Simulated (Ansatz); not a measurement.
# WSi2: isotropic strain +0.50 %

Take WSi₂ (space group I4/mmm, No. 139; a = 3.2024 Å, c = 7.8177 Å; relaxed with 0.1 eV smearing) as the base.

One thing is altered: an isotropic linear strain of +0.50 %; the atoms relax in the strained cell.

Calculations: PBEsol, PAW, 420 eV (Ansatz, an electronic-structure program; spin-orbit coupling left out). Γ-centred 25×25×25 mesh, Fermi–Dirac width 0.1 eV.

| quantity | base | changed | shift |
|---|---|---|---|
| volume per atom | 13.36 Å³ | 13.56 Å³ | +0.20 Å³ |
| space group | I4/mmm (No. 139) | I4/mmm (No. 139) | – |
| shortest interatomic distance | 2.588 Å | 2.597 Å | +0.009 Å |
| energy relative to the base (free energy F) | 0 meV/atom | +2.1 meV/atom | +2.1 meV/atom |
| pressure (mean of the normal stresses, compression positive) | 0.0 GPa | -3.4 GPa | -3.4 GPa |
| band gap | zero | zero | – |

Whether these cells are dynamically stable was not tested. The final runs are not spin-polarised.
